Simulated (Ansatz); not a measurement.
## Point defect Pd on the Mo site (Pd_Mo) in bcc Mo

Calculation: PBE, PAW (plane waves to 420 eV; Ansatz, a program for electronic structure). Cell and caveats: 54-site cell; 4×4×4 shifted k-points; start: the Mo site; not converged in cell size; the relaxation kept the symmetry of the starting site.

Neighbours after relaxation, in Å: of the Pd atom: Mo 2.78, Mo 2.78, Mo 2.78, Mo 2.78, Mo 2.78, Mo 2.78, Mo 2.78, Mo 2.78 (the shell may go on).

Formation energies E_f are those of the neutral cell. Chemical conditions: host crystal and elements as references (Δμ(Mo) = 0.00 eV, Δμ(Pd) = 0.00 eV; Pd taken from its element, since no compound that bounds it was computed at this level; only phases computed here count, gases as isolated molecules at 0 K). Reference phases: Mo: bcc Mo, Pd: fcc Pd.

```csv
charge,moment (μB),point group,largest move off a lattice site (Å),"E_f, host crystal and elements as references (eV)"
0,not spin-polarised,Oh,0.05,0.77
```

Point groups are those of the whole cell at tolerances of 0.03 and 0.1 Å ("near" where only the looser one holds); none is given for unsettled states.

All states together cost around 10 core-minutes (rough).
